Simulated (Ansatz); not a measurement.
Hg in the diamond structure (space group Fd-3m, No. 227; a hypothetical phase, not in the database extracts checked)

```
Hg
1.0
    0.00000     3.31118     3.31118
    3.31118     0.00000     3.31118
    3.31118     3.31118     0.00000
Hg
2
Cartesian
  1.65559   1.65559   1.65559
  0.00000   0.00000   0.00000
```

Method: DFT with PBEsol, PAW potentials and a 420 eV plane-wave cutoff in Ansatz (a program for electronic structure), scalar-relativistic without spin-orbit coupling. Settings: 12×12×12 k-points, 0.05 eV Fermi–Dirac smearing.

| Item | Value |
|---|---|
| Volume per atom | 36.30 Å³ |
| Density | 9.18 g/cm³ |
| Band gap | zero |
| Total energy | -13667.789 eV/atom (σ→0; compares only within this code and set-up) |

No phonon test of stability was made.
